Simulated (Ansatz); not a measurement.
Cu3Au with two functionals, pressure 15 GPa

The reference is Cu₃Au in the Cu3Au type structure (space group Pm-3m, No. 221; a = 3.781 Å).

(Cell as relaxed with PBE.)

Levels (all Ansatz, a program for electronic structure, PAW): PBE (420 eV, no spin-orbit coupling); PBEsol (420 eV, no SOC).

Each level relaxes its own structure.

```json
[
 {"base": "volume per atom", "PBE": "13.51 Å³", "PBEsol": "12.80 Å³"},
 {"base": "lattice parameter a", "PBE": "3.781 Å", "PBEsol": "3.713 Å"},
 {"base": "band gap", "PBE": "zero", "PBEsol": "zero"}
]
```

It is then changed as follows: cell and atoms relaxed at a pressure of 15 GPa.

```json
[
 {"quantity": "shortest interatomic distance", "PBE": "2.599 Å", "PBEsol": "…"},
 {"quantity": "band gap", "PBE": "zero", "PBEsol": "…"}
]
```

Predict the PBEsol column.


- shortest interatomic distance, PBEsol: 2.563 Å
- band gap, PBEsol: zero

PBE's shortest interatomic distance lies 0.036 Å above PBEsol's (1.4 %); the two agree on the band gap. Neither level is exact; PBEsol is the comparison here, not a measurement.

Load acts through the strain it causes; cell and atoms are relaxed under it. Whether these cells are dynamically stable was not tested. Competing high-pressure phases were not computed. The final runs are not spin-polarised.
